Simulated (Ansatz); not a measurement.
Start from PbSe in the rock salt structure (space group Fm-3m, No. 225; a = 6.178 Å). Axes: x, y, z lie along the cube axes.

Structures relaxed with r2SCAN (Ansatz, a quantum-chemistry and plane-wave program, PAW, no spin-orbit coupling), earlier PAW set.

Base:

Simulated powder pattern, Mo Kα, λ = 0.71073 Å (kinematic, ideal powder, no thermal factors, no anomalous dispersion; the 10 strongest lines at most, above 2 %, up to 2θ = 40°):

```json
[
 {"2θ (°)": "11.44", "I/Imax (%)": "35", "hkl": "(111)"},
 {"2θ (°)": "13.21", "I/Imax (%)": "100", "hkl": "(200)"},
 {"2θ (°)": "18.73", "I/Imax (%)": "83", "hkl": "(220)"},
 {"2θ (°)": "22.00", "I/Imax (%)": "22", "hkl": "(311)"},
 {"2θ (°)": "22.99", "I/Imax (%)": "32", "hkl": "(222)"},
 {"2θ (°)": "26.61", "I/Imax (%)": "16", "hkl": "(400)"},
 {"2θ (°)": "29.04", "I/Imax (%)": "10", "hkl": "(331)"},
 {"2θ (°)": "29.81", "I/Imax (%)": "45", "hkl": "(420)"},
 {"2θ (°)": "32.74", "I/Imax (%)": "34", "hkl": "(422)"},
 {"2θ (°)": "37.98", "I/Imax (%)": "10", "hkl": "(440)"}
]
```

Now apply this change: uniaxial stress, 1 GPa compression along x, with the cell and atoms free to relax against it.

After the change:

Simulated powder pattern, Mo Kα, λ = 0.71073 Å (kinematic, ideal powder, no thermal factors, no anomalous dispersion; the 10 strongest lines at most, above 2 %, up to 2θ = 40°):

```tsv
2θ (°)	d (Å)	I/Imax (%)	hkl
11.46	3.559	52	(111)
13.20	3.091	100	(020)
13.31	3.065	49	(200)
18.71	2.186	41	(022)
18.79	2.176	82	(220)
23.04	1.780	47	(222)
29.79	1.382	22	(042)
29.85	1.380	22	(240)
30.00	1.373	22	(420)
32.76	1.260	33	(242)
```

The indices refer to the base's conventional cell; one index is shown for lines that coincide. The space group is now I4/mmm (No. 139).

Load acts through the strain it causes; cell and atoms are relaxed under it. Stability under load was not tested beyond the relaxation.
